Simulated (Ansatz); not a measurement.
Here is the system:

```
SiO2
1.0
    4.24315     0.00000     0.00000
    0.00000     4.24315     0.00000
    0.00000     0.00000     2.69207
Si O
2 4
Direct
  0.50000   0.50000   0.50000
  0.00000   0.00000   0.00000
  0.80718   0.80718   0.50000
  0.30718   0.69282   0.00000
  0.69282   0.30718   0.00000
  0.19282   0.19282   0.50000
```

No spin polarisation.

Computed with Kohn–Sham DFT with the PBE functional, run in Ansatz (a quantum-chemistry and plane-wave program) with PAW and 420 eV plane waves, no spin-orbit coupling. k-mesh 8×8×12 (Γ-centred); smearing 0.05 eV (Fermi–Dirac).

Q: Predict the valence-band top at Γ, electron mass and band gap.

A: 
* **Valence-band top at Γ (three highest levels, from the VBM)**: 0.00, -0.85, -0.85 eV
* **Electron mass**: 0.36 mₑ along c, 0.45 mₑ across (at Γ)
* **Band gap**: 4.98 eV

Load acts through the strain it causes; cell and atoms are relaxed under it. Masses are band curvatures over ±0.01 Å⁻¹ around the edge. No phonon test of stability was made. The cell was made from SiO₂ in the rutile structure (space group P4_2/mnm, No. 136) by this change: pressure −1 GPa.
